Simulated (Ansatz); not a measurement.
We consider CoP (model structure, started from the CsCl type, Pm-3m, No. 221, 2 atoms in the cell), described by r²SCAN (Ansatz, a program for electronic structure, PAW).

Settings: plane-wave cutoff 560 eV, 20×20×20 k mesh, Fermi–Dirac smearing 0.05 eV, spin-polarised with parallel moments, scalar-relativistic PAW data made under PBE.

Cell (relaxed at this level):

```
CoP
1.0
    2.83502     0.00000     0.00000
    0.00000     2.83502     0.00000
    0.00000     0.00000     2.83502
Co P
1 1
Direct
  0.00000   0.00000   0.00000
  0.50000   0.50000   0.50000
```
Starting moments (μB, in the order of the record's atoms Co P): 3.0 0.0.

Question: Estimate the bulk modulus B0 that the calculation returns.

Answer: 
- bulk modulus B0 = 172 GPa

The run finds no gap.

Note: the magnetic order was assumed, not searched for or taken from measurement; the bulk modulus is −V dP/dV from two relaxed cells at ±2 % in volume; the relaxation could raise the start's symmetry but not lower it, so the cell can be a saddle point.

Computed values are for the static lattice.

Cost on a shared machine: about 3 core-minutes (a rough figure).

A model structure was made by putting elements into a prototype or built by hand; it is no filed structure, need not be a known phase, and can be a saddle point held by its symmetry.
